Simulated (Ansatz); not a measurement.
**HfB2: energy against strain**

HfB2 (AlB2 type, P6/mmm, 9.732 Å³/atom at rest, c along z) under a strain ε along a direction in the basal plane (axis x), the other axes held. PBEsol in Ansatz, a plane-wave DFT program (PAW, default set), 420 eV, 21×21×17 Γ-centred mesh, Fermi-Dirac smearing 0.10 eV; ions are relaxed within the symmetry of each cell.

Here s stands for strain and y for E less E0.

| strain (%) | E less E0 (meV/atom) |
|---|---|
| -3.00 | ? |
| -1.50 | 4.37 |
| -1.00 | 1.91 |
| -0.50 | 0.47 |
| 0.00 | 0.00 |
| 0.50 | 0.48 |
| 1.00 | 1.88 |
| 1.50 | 4.16 |

Problem. Using a parabola, estimate the missing y at s = -3.00 from the other rows, showing the fit.

Solution. Least squares gives y = 0.000 - 0.0486·s + 1.8952·s². Residuals (row less fit): 0.033, -0.034, -0.028, 0.000, 0.030, 0.033, -0.031; standard error 0.039 (degrees of freedom: 4). Twice the quadratic coefficient over the volume, 2 × 1.8952 meV × 10⁴ × 0.1602 / 9.732 Å³, is the elastic constant C11 = 624 ± 6 GPa. At the withheld row, y = 0.000 - 0.0486 × (-3.0) + 1.8952 × (-3.0)² = 17.203 meV/atom. The calculation gives 18.10 meV/atom, 0.897 meV/atom above the prediction (5.0 % of the range of y in the table). The row lies outside the fitted rows, so this is an extrapolation. From the scatter of the fitted rows alone, a prediction at this place has a standard error of 0.149 meV/atom, so the miss is 6.0 times that.

One order more, fitted to all 13 runs of the series, follows each within 0.01, so the miss is the next term of a smooth law. In a metal these values are sensitive to mesh and smearing; energies are taken to zero smearing, stresses follow the free energy. Rows are the converged runs of the series near zero and its far end; series whose fitted rows scatter by over a few per cent of the range, as at a crossing or softening among them, aren't shown in this form. Most that stay on the fit to the last digits aren't either.
